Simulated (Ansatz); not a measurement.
The reference is LiNbO$_{3}$ (space group R3c, No. 161).

```
CELL_PARAMETERS angstrom
      2.56874     1.48306     4.62825
     -2.56874     1.48306     4.62825
      0.00000    -2.96613     4.62825
ATOMIC_POSITIONS crystal
  Li 0.70218 0.70218 0.70218
  Li 0.20218 0.20218 0.20218
  Nb 0.98418 0.98418 0.98418
  Nb 0.48418 0.48418 0.48418
  O  0.62231 0.87636 0.26469
  O  0.87636 0.26469 0.62231
  O  0.26469 0.62231 0.87636
  O  0.76469 0.37636 0.12231
  O  0.37636 0.12231 0.76469
  O  0.12231 0.76469 0.37636
```

Cartesian axes are those of the cell as printed.

All numbers come from plane-wave PAW DFT at the r2SCAN level (Ansatz, a program for electronic structure, 500 eV), without spin-orbit coupling.

Strains are applied to the cell and any free atomic positions relax; under stress the whole cell relaxes.

One change was made to it. Results:

| quantity | base | after |
|---|---|---|
| shortest interatomic distance | 1.879 Å | 1.873 Å |
| energy relative to the base (free energy F) | 0 meV/atom | +11 meV/atom |

Which of these changes matches the shifts?
(A) uniaxial stress, 0.5 GPa tension along x
(B) uniaxial stress, 8 GPa tension along z
(C) uniaxial stress, 1 GPa compression along x
(D) isotropic strain −4.45 %

B, uniaxial stress, 8 GPa tension along z. For comparison, the energy relative to the base in the other runs: uniaxial stress, 1 GPa compression along x gives +0.2 meV/atom; uniaxial stress, 0.5 GPa tension along x gives 0.0 meV/atom; isotropic strain −4.45 % gives +81 meV/atom.

Beyond what the load breaks, stability against distortions was not tested.
